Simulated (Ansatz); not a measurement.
Short convergence ladders for LuNi4Sn (R3m, 6 atoms in the cell)

```xyz
6
Lattice="0.0000 3.5129 3.5129 3.5129 0.0000 3.5129 3.5129 3.5129 0.0000" Properties=species:S:1:pos:R:3 pbc="T T T"
Lu     0.0289     0.0289     0.0289
Ni     4.3897     4.3897     4.3897
Ni     4.3897     2.6362     2.6362
Ni     2.6362     2.6362     4.3897
Ni     2.6362     4.3897     2.6362
Sn     1.7565     1.7565     1.7565
```

Base method: LDA (PW92), default PAW files made with PBE (plane waves; Ansatz, an electronic-structure program).

Base settings: basis.ecutwfc = 30.9 Ry; kpoints.mp_grid.grid = 8 8 8; hamiltonian.xc = lda; hamiltonian.pseudopotentials = {kind: paw} (the program's default PAW files); scf.occupations.method = gaussian; scf.occupations.width = 0.0073 Ry.

The count of work is k-points × plane waves × bands × iterations; it is no time. Core times come from one kind of shared machine, to one figure; runs under 30 s give none.

**The k-point mesh**

The second cell is the first with its lattice scaled by 0.98.

Only quantities that move along the ladder and can be compared are tabulated.

```tsv
kpoints.mp_grid.grid	free energy less the last step's (meV/atom)	energy of the compressed cell less the first (meV/atom)	pressure (GPa)	largest difference of a force vector from the last step's (eV/Å)	count of work / last	core time / last (rough)
2 2 2	147.37	-31.13	-9.71	0.359	0.034	–
4 4 4	3.61	-48.16	-12.81	0.029	0.10	–
6 6 6	0.38	-47.97	-12.80	0.008	0.25	–
8 8 8	-0.20	-47.91	-12.79	0.004	0.50	0.4
9 9 9	0.04	-47.89	-12.79	0.002	0.65	0.6
11 11 11	0.00	-47.90	-12.80	0.000	1.0	1
```

Coarsest kpoints.mp_grid.grid that holds the free energy within 5 meV/atom of the last step, with all finer ones: 4 4 4, at 0.10 of the last step's count of work; the step before is off by 150 meV/atom.

Coarsest kpoints.mp_grid.grid that holds the energy of the compressed cell less the first within 0.5 meV/atom of the last step, with all finer ones: 4 4 4, at 0.10 of the last step's count of work; the step before is off by 17 meV/atom.

Coarsest kpoints.mp_grid.grid that holds the pressure within 0.2 GPa of the last step, with all finer ones: 4 4 4, at 0.10 of the last step's count of work; the step before is off by 3.1 GPa.

The energy difference between the two cells stays within 1 meV/atom of the last step's from 4 4 4 on, the total only from 6 6 6 on: much of the error is common to both cells and cancels.

**The k-point mesh at a smearing width of 0.02 eV**

In this ladder: scf.occupations.width = 0.0015 Ry.

Only quantities that move along the ladder and can be compared are tabulated.

```tsv
kpoints.mp_grid.grid	free energy less the last step's (meV/atom)	pressure (GPa)	largest difference of a force vector from the last step's (eV/Å)	count of work / last	core time / last (rough)
3 3 3	20.03	-12.61	0.255	0.036	–
5 5 5	4.66	-12.87	0.058	0.082	–
7 7 7	0.41	-12.80	0.007	0.21	0.2
11 11 11	0.33	-12.82	0.002	0.63	0.6
13 13 13	0.00	-12.82	0.000	1.0	1
```

Coarsest kpoints.mp_grid.grid that holds the free energy within 2 meV/atom of the last step, with all finer ones: 7 7 7, at 0.21 of the last step's count of work and about 0.2 of the last step's time; the step before is off by 4.7 meV/atom.

Coarsest kpoints.mp_grid.grid that holds the forces within 0.02 eV/Å of the last step, with all finer ones: 7 7 7, at 0.21 of the last step's count of work and about 0.2 of the last step's time; the step before is off by 0.058 eV/Å.

Coarsest kpoints.mp_grid.grid that holds the pressure within 0.1 GPa of the last step, with all finer ones: 5 5 5, at 0.082 of the last step's count of work; the step before is off by 0.21 GPa.

**The k-point mesh at a smearing width of 0.3 eV**

In this ladder: scf.occupations.width = 0.022 Ry.

Only quantities that move along the ladder and can be compared are tabulated.

```csv
kpoints.mp_grid.grid,free energy less the last step's (meV/atom),pressure (GPa),largest difference of a force vector from the last step's (eV/Å),count of work / last,core time / last (rough)
3 3 3,6.08,-12.31,0.047,0.029,–
5 5 5,0.16,-12.58,0.005,0.082,–
7 7 7,0.04,-12.57,0.001,0.19,0.2
11 11 11,0.00,-12.56,0.000,0.63,0.7
13 13 13,0.00,-12.56,0.000,1.0,1
```

Coarsest kpoints.mp_grid.grid that holds the free energy within 5 meV/atom of the last step, with all finer ones: 5 5 5, at 0.082 of the last step's count of work; the step before is off by 6.1 meV/atom.

Coarsest kpoints.mp_grid.grid that holds the forces within 0.02 eV/Å of the last step, with all finer ones: 5 5 5, at 0.082 of the last step's count of work; the step before is off by 0.047 eV/Å.

Coarsest kpoints.mp_grid.grid that holds the pressure within 0.05 GPa of the last step, with all finer ones: 5 5 5, at 0.082 of the last step's count of work; the step before is off by 0.25 GPa.

On the base run: the starting cell comes from a database of computed structures (which also holds hypothetical and non-ambient phases and stackings), without a prior relaxation at this level. Its lattice was rescaled by up to half a per cent. One atom was moved a little off its site on purpose. Spin polarisation is off. In the base run, with a pressure of about -13 GPa the cell is away from its equilibrium volume at this level. Ansatz's pressure includes its estimate of the finite-basis (Pulay) stress.

Keys are those of Ansatz 0.2.
